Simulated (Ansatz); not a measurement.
Consider this model of amorphous Ta20O30.

```xyz
50
Lattice="8.6558 0.0000 0.0000 0.0000 8.6558 0.0000 0.0000 0.0000 8.6558" Properties=species:S:1:pos:R:3 pbc="T T T"
Ta     5.1191     5.3781     0.3747
Ta     5.5543     8.4298     7.6354
Ta     5.1268     2.3001     0.5941
Ta     3.4469     0.6486     5.8972
Ta     5.2053     7.9179     1.7111
Ta     7.7144     6.2776     1.9161
Ta     8.0535     4.3332     4.6733
Ta     2.1243     2.9331     4.9877
Ta     7.3337     2.5823     2.5260
Ta     1.1697     5.2031     6.7825
Ta     1.8685     0.3452     2.4935
Ta     2.9996     7.0074     7.9604
Ta     1.7748     3.6322     0.5369
Ta     0.8288     8.1040     6.2203
Ta     2.1554     5.8316     4.4064
Ta     6.7286     7.2806     5.2524
Ta     4.1078     4.7859     6.3637
Ta     7.5291     3.3753     8.4015
Ta     7.9778     0.3336     0.5769
Ta     4.7591     4.4377     3.5780
O      6.7977     4.6255     2.8370
O      6.7655     1.4834     7.9476
O      5.0423     6.4896     7.1855
O      1.9682     1.8504     1.3081
O      0.3158     5.6857     3.4669
O      1.9440     7.7946     4.3405
O      5.9087     5.1787     5.0954
O      8.1439     6.3613     6.2665
O      1.4575     1.3143     6.0277
O      3.7884     3.7824     0.7449
O      6.5345     0.8314     2.0251
O      5.5206     3.8102     7.6188
O      0.3234     7.8215     2.0198
O      4.4633     5.8567     2.2709
O      4.1856     3.1380     5.1615
O      2.6521     4.1468     3.3388
O      5.1874     2.7035     2.5985
O      6.4934     7.1917     3.1768
O      7.2229     5.3874     0.1867
O      2.3909     3.5595     7.1438
O      3.1176     8.0155     1.4883
O      4.2136     1.4289     7.4814
O      0.0244     3.7558     1.4471
O      0.8308     8.3496     8.1374
O      5.1492     8.4405     5.3371
O      8.0578     3.7433     6.4963
O      2.8778     1.3191     3.8565
O      0.2596     2.6927     3.9040
O      8.0536     8.5373     4.8607
O      1.6649     5.6186     0.2519
```

Calculation: PBE, scalar-relativistic without spin-orbit coupling (plane waves to 420 eV, PAW; Ansatz, a program for electronic structure). The usual formal charges leave 40 electrons over, so the level spacing at the Fermi energy parts defect or band states and needn't be the band gap.

It comes from a melt-quench run on a machine-learned potential (CHGNet), relaxed afterwards by DFT. O atoms were pushed apart under 1.9 Å during the dynamics, to hinder bonds among them. The hot cell started wider than the set density and was brought back towards it in steps. It is the lowest in DFT energy of 2 quenches. It is a model cell: composition and starting density were chosen by hand, and all elements were melted together. No dispersion term was used. Its density started from a set value of 10.38 and ended at 10.50 g/cm³. The simulated quench (nominally 240 K/ps over its main leg) is rapid and tends to freeze in more defects than a deposited or slowly cooled glass has. Values belong to this one cell and scatter from quench to quench. The volume was free in the relaxation, at fixed shape. Stress components on the final sampling reach 1.9 GPa. On a 2×2×2 Γ-centred mesh force components of up to 0.22 eV/Å stay, since the relaxation ran on one k-point at (1/4, 1/4, 1/4).

Cut-offs for bonds: Ta-Ta 3.12 Å, Ta-O 2.82 Å, O-O 1.58 Å. Two cations that share two anions don't count as bonded, nor two that share one unless they lie closer than Ta-Ta 3.04 Å.

Give the coordination numbers, mean bond lengths and angles.


```
Item                                                                                                                     Result
---------------------------------  --------------------------------------------------------------------------------------------
Mean coordination of Ta by anions  5.00 (1 with 3, 5 with 4, 7 with 5, 7 with 6); 36 close contacts or bonds to cations besides
Mean coordination of O                                                          3.33 (2 with 2, 17 with 3, 10 with 4, 1 with 5)
Mean Ta-O bond                                                                            2.132 Å (spread 0.173 Å, 100 counted)
Mean Ta-Ta close contact                                                                   2.935 Å (spread 0.102 Å, 18 counted)
Bond angle at Ta                                                                                      mean 100.1°, spread 32.2°
Bond angle at O                                                                                       mean 109.6°, spread 26.3°
```
